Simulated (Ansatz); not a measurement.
Start from HfN in the rock salt structure (space group Fm-3m, No. 225; a = 4.526 Å).

Calculations: r2SCAN, PAW, 500 eV (Ansatz, a program for electronic structure; spin-orbit coupling left out), earlier PAW set.

One change was made to it. Results:

```
quantity                              base        after
-----------------------------  -----------  -----------
shortest interatomic distance      2.263 Å      2.227 Å
density                        13.79 g/cm³  14.47 g/cm³
```

### Question
Which of these changes matches the shifts?
(A) pressure 15 GPa
(B) pressure 50 GPa
(C) pressure −1 GPa

### Answer
A, pressure 15 GPa. For comparison, the shortest interatomic distance in the other runs: pressure −1 GPa gives 2.266 Å; pressure 50 GPa gives 2.164 Å.

Load acts through the strain it causes; cell and atoms are relaxed under it. Whether these cells are dynamically stable was not tested. No other phases were tried under pressure. The final runs are not spin-polarised. An odd electron count without spin: HfN.
